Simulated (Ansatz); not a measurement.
Abridged Ansatz (a program for electronic structure) output:

```
Pseudopotential: Si, paw, valence charge 4
Pseudopotential: C, paw, valence charge 4
Crystal: 6 atoms, lattice volume = 60.092 Å³
Basis set: ecut = 500 eV, 1551 PW (Γ), exchange–correlation on 144×144×96 points (64 copies of the dense FFT grid, shifted against one another)
Bands: 18, of which v1, the nominal top of the filled ones, is band 12 counted from 1 (11 counted from 0)
Symmetry: 16 space group operations
k-points: 189 of 1600
Functional: x = r2scan, c = r2scan; τ floored in thin density (d = 2e-4 eV/Å³)
SCF iter   1: F=—  HF=-2273.426748 eV  |F-HF|=—  |Δ(HF+E_count)|=         —  Δρ=1.39e-2  dr2=6.33e-2  dr2_τ=2.51e-1  ethr=1.77e-3  ⟨swp⟩=7.3  Hψ=21994  notcnv=0  defer=14
SCF iter   2: F=—  HF=-2273.554771 eV  |F-HF|=—  |Δ(HF+E_count)|=   1.28e-1  Δρ=9.54e-3  dr2=3.02e-2  dr2_τ=4.63e-4  ethr=2.64e-4  ⟨swp⟩=2.1  Hψ=8175  notcnv=0  defer=67
SCF 1 converged in 8 iterations: F = -2273.550759 eV  dr2 = 3.77e-10
SCF converged after 8 iterations
Free energy (F): -2273.550759 eV
Internal energy: -2273.527526 eV  (E = F + TS)
E sigma→0 (E₀):  -2273.539142 eV
Entropy (-TS):   -0.023233 eV (-3.872 meV/atom)
Fermi energy:    8.280382 eV
--- Forces (eV/Å), atoms counted from 1 ---
  atom   1  Si     0.00000000    -0.00000000     0.00000000
  atom   2  Si    -0.00000000     0.00000000     0.00000000
  atom   3  C      0.00009207     0.00009207     0.00000000
  atom   4  C      0.00009207    -0.00009207     0.00000000
  atom   5  C     -0.00009207     0.00009207     0.00000000
  atom   6  C     -0.00009207    -0.00009207     0.00000000
--- Stress (GPa, compression-positive) ---
       -0.003577       0.000000       0.000000
        0.000000      -0.003577       0.000000
        0.000000       0.000000      -0.006341
  P = ⅓ Tr σ = -0.0045 GPa (-0.045 kbar)
```

Question: What was computed, and what are the main results?

Answer: SiC2, 6 atoms in the cell, with r2SCAN (Ansatz, PAW, no spin-orbit coupling). The last SCF converged to F = -2273.550759 eV, or -378.9251 eV per atom, at a pressure of 0.00 GPa. The total energy compares only with runs of the same code, potentials and settings.

Stability against distortions was not tested. All final runs are without spin polarisation. The cell was made from SiO2 by this change: O → C; the result is a hypothetical phase, not in the database extracts checked.
